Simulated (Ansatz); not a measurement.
We consider CsCl-type PrAg, described by PBEsol (Ansatz, a quantum-chemistry and plane-wave program, plane waves, PAW).

Run with plane-wave cutoff 520 eV, 14×14×14 k mesh, Fermi–Dirac smearing 0.05 eV, spin-polarised with parallel moments, scalar-relativistic PAW data made under PBE.

Computed at the level's own relaxed cell.

### Question
Predict the lattice constant a and bulk modulus.

### Answer

lattice constant a: 3.667 Å
bulk modulus: 53.5 GPa

The run finds no gap.

Note: the magnetic order was assumed, not searched for or taken from measurement; the 4f shell is treated without U or exact exchange, so its levels and filling can be wrong; the bulk modulus is −V dP/dV from two relaxed cells at ±2 % in volume; the volume lies 9 % below that of the published cell.

Spin–orbit coupling is not included.

The computed numbers hold no vibrational or temperature effects.
